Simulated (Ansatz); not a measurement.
Consider InSb in the zinc blende structure (space group F-43m, No. 216).

```
CELL_PARAMETERS angstrom
      0.00000     3.25944     3.25944
      3.25944     0.00000     3.25944
      3.25944     3.25944     0.00000
ATOMIC_POSITIONS crystal
  In 0.00000 0.00000 0.00000
  Sb 0.25000 0.25000 0.25000
```

Cartesian axes are those of the cell as printed.

Computed with plane-wave PAW DFT at the PBEsol level (Ansatz, a program for electronic structure, 420 eV), without spin-orbit coupling.

Base values:

The volume per atom comes out as 34.63 Å³ and the pressure is 0.0 GPa.

One thing is altered: biaxial strain −0.50 %, plane normal [001], relaxed out of plane (Cartesian); in-plane vectors clamped, the third vector and the atoms free.

### Question
Predict the new energy relative to the base, volume per atom and pressure.

### Answer
The energy grows by 0.3 meV/atom; the volume per atom decreases by 0.16 Å³ to 34.47 Å³; the pressure (mean of the normal stresses, compression positive) goes from zero to 0.2 GPa.

No phonon test of stability was made. The final runs are not spin-polarised.
